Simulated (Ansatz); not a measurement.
```
CELL_PARAMETERS angstrom
      2.86899     0.00000     0.00000
      1.43449     2.48462     0.00000
      0.00000     0.00000     2.85074
ATOMIC_POSITIONS crystal
  W  0.00000 0.00000 0.00000
  C  0.66667 0.66667 0.50000
```

No spin polarisation.

Level of theory: r2SCAN, PAW, 500 eV (Ansatz, a program for electronic structure; scalar-relativistic without spin-orbit coupling). Γ-centred 23×23×20 mesh, Fermi–Dirac width 0.1 eV.

**Question.** Estimate the mean in-plane stress (compression positive).

**Answer.** +14.7 GPa.

**Question.** Estimate the band gap.

**Answer.** Zero.

**Question.** What space group does the calculation give?

**Answer.** P-6m2 (No. 187).

The cells carry an imposed strain or load. Stability against distortions was not tested. The final runs are not spin-polarised. The cell was made from WC (space group P-6m2, No. 187) by this change: biaxial strain −1.50 %, plane normal [001], relaxed out of plane.
